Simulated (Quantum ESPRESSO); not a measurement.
Checking a run of Quantum ESPRESSO on SiO₂ (I2_12_12_1, 12 atoms in the cell). The aim is a self-consistent single point with DFT, LDA (PZ), plane waves, GBRV 1.5 ultrasoft (LDA) pseudopotentials.

This input was run:

```fortran
&CONTROL
 calculation = 'scf'
 prefix = 'run'
 outdir = './tmp'
 pseudo_dir = './'
 tprnfor = .true.
 tstress = .true.
/
&SYSTEM
 ibrav = 0
 nat = 13
 ntyp = 2
 ecutwfc = 40
 ecutrho = 200
 occupations = 'smearing'
 smearing = 'fd'
 degauss = 0.000734986
/
&ELECTRONS
 conv_thr = 1.0d-9
 mixing_beta = 0.3
/
ATOMIC_SPECIES
Si    28.0850  si_lda_v1.uspp.F.UPF
O     15.9990  o_lda_v1.2.uspp.F.UPF
CELL_PARAMETERS {angstrom}
  -2.0740980000     2.2769430000     7.5725490000
   2.0740980000    -2.2769430000     7.5725490000
   2.0740980000     2.2769430000    -7.5725490000
ATOMIC_POSITIONS {crystal}
Si    0.1870100000    0.9370100000    0.2500000000
Si    0.3129900000    0.5629900000    0.7500000000
Si    0.4400700000    0.1900700000    0.2500000000
Si    0.0599300000    0.3099300000    0.7500000000
O     0.2877800000    0.1082700000    0.6550500000
O     0.9532200000    0.6327300000    0.8449500000
O     0.2122200000    0.8672700000    0.8204900000
O     0.5467800000    0.3917300000    0.6795100000
O     0.0714700000    0.2500000000    0.3214700000
O     0.4285300000    0.7500000000    0.1785300000
O     0.7500000000    0.0927900000    0.3427900000
O     0.2500000000    0.4072100000    0.1572100000
O     0.3220490000    0.1515140000    0.7765730000
K_POINTS {automatic}
5 5 5  0 0 0
```

Log, with long lists cut:

```
     G-vector sticks info
     --------------------
     sticks:   dense  smooth     PW     G-vecs:    dense   smooth      PW
     Sum        2643    2127    665                46163    32995    5673

     bravais-lattice index     =            0
     lattice parameter (alat)  =      15.4484  a.u.
   [... lines left out ...]
         8        O      tau(   8) = (   0.1330627   0.2324473   0.2399146  )
         9        O      tau(   9) = (   0.1268569   0.0398126   0.0000000  )
        10        O      tau(  10) = (   0.1268569  -0.0398126   0.9263111  )
        11        O      tau(  11) = (  -0.0797727   0.2785268   0.4631555  )
        12        O      tau(  12) = (   0.0797727  -0.0000000   0.4631555  )
        13        O      tau(  13) = (   0.1537602   0.2637949  -0.2806815  )

     number of k points=    63  Fermi-Dirac smearing, width (Ry)=  0.0007
                       cart. coord. in units 2pi/alat
        k(    1) = (   0.0000000   0.0000000   0.0000000), wk =   0.0160000
        k(    2) = (   0.3941450   0.3590319   0.0000000), wk =   0.0320000
        k(    3) = (   0.7882899   0.7180639   0.0000000), wk =   0.0320000
   [... 60 lines left out ...]

     Dense  grid:    46163 G-vectors     FFT dimensions: (  72,  72,  72)

     Smooth grid:    32995 G-vectors     FFT dimensions: (  64,  64,  64)

     Initial potential from superposition of free atoms

     starting charge      69.9976, renormalised to      70.0000
     Self-consistent Calculation

     iteration #  1     ecut=    40.00 Ry     beta= 0.30

     total energy              =    -314.08563158 Ry
     estimated scf accuracy    <       6.77555151 Ry

     iteration #  2     ecut=    40.00 Ry     beta= 0.30

     total energy              =    -314.65426720 Ry
     estimated scf accuracy    <       1.59466951 Ry

     iteration #  3     ecut=    40.00 Ry     beta= 0.30

     total energy              =    -314.87874112 Ry
     estimated scf accuracy    <       0.40585449 Ry

   [... 9 blocks of this kind left out ...]

     iteration # 13     ecut=    40.00 Ry     beta= 0.30

     total energy              =    -314.87521535 Ry
     estimated scf accuracy    <       0.00000002 Ry

     iteration # 14     ecut=    40.00 Ry     beta= 0.30
     End of self-consistent calculation

     the Fermi energy is     9.3051 ev

!    total energy              =    -314.87521535 Ry
     estimated scf accuracy    <          8.4E-10 Ry
     smearing contrib. (-TS)   =      -0.00010480 Ry
     internal energy E=F+TS    =    -314.87511055 Ry

     convergence has been achieved in  14 iterations

     Forces acting on atoms (cartesian axes, Ry/au):

     atom    1 type  1   force =    -0.02890389   -0.00347964    0.09251705
     atom    2 type  1   force =    -0.01468338    0.01139896   -0.00677094
     atom    3 type  1   force =     0.00921109   -0.01954964   -0.03312760
     atom    4 type  1   force =     0.53621645   -0.52942457   -0.41630612
   [... lines left out ...]

     Total force =    67.930788     Total SCF correction =     0.000059

          total   stress  (Ry/bohr**3)                   (kbar)     P=     2488.09
   0.01525865   0.01211194  -0.01823935         2244.63     1781.73    -2683.10
   0.01211194   0.01334496  -0.01528575         1781.73     1963.11    -2248.61
  -0.01823935  -0.01528575   0.02213750        -2683.10    -2248.61     3256.54

   JOB DONE.
```

Question: Is this run sound? If not, what is wrong?

Answer: The run is not sound. The fault is one atom entered twice. Two nuclei at or near one point give a huge ion-ion repulsion and overlapping cores, and the electron count is too high as well. To fix it, remove the duplicate atom. The run converged in 14 iterations without an error; against the sound input the pressure goes from 6.57 to 248.8 GPa, the largest force goes from 0.725 to 1238 eV/Å and no clean gap remains on the mesh (levels overlap or are partly filled), against 5.62 eV before.

The sound input it was made from differs as follows (other fixes are possible):
```diff
- nat = 13
+ nat = 12
-O     0.3220490000    0.1515140000    0.7765730000
```

With that input, the run converged in 12 iterations: free energy E − TS -4054.9263 eV; top of the valence band (on the code's own zero) 2.60 eV; gap on the k-point mesh 5.62 eV; pressure 6.57 GPa; largest force (vector length) 0.725 eV/Å (DFT, LDA (PZ), plane waves, GBRV 1.5 ultrasoft (LDA) pseudopotentials).

On the sound input: the starting cell comes from a database of computed structures (which also holds hypothetical and non-ambient phases and stackings), without a prior relaxation at this level. Its lattice was rescaled by a random factor within 2.5 % of one. With a pressure of about 7 GPa the cell is away from its equilibrium volume at this level.
